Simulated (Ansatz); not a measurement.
Cells marked so need not be the phases stable at ambient conditions, and some may be hypothetical.

By PBEsol, each system below comes out a metal.

G/A = (e²/h) × open channels of both spins per area, as a mean over 0.1 eV about the Fermi level, without spin-orbit coupling, for the cells as given.

A. SbPt (P6_3/mmc, NiAs type, not sure to be the ambient phase, 4 atoms a cell, 20.9 Å³ an atom, -2 GPa at this level), current normal to (100)
B. Al5W (P6_322, not sure to be the ambient phase, 12 atoms a cell, 15.1 Å³ an atom), current normal to (001)
C. SnSb (R-3m, rock salt, not sure to be the ambient phase, 2 atoms a cell, 28.4 Å³ an atom), current normal to (001)

Task: Put the candidates in order of ballistic conductance per area, lowest first, for Ansatz (a program for electronic structure) with PBEsol.

Result: B (0.28 × 10¹⁵ S/m²), A (0.73 × 10¹⁵ S/m²), C (0.93 × 10¹⁵ S/m²)
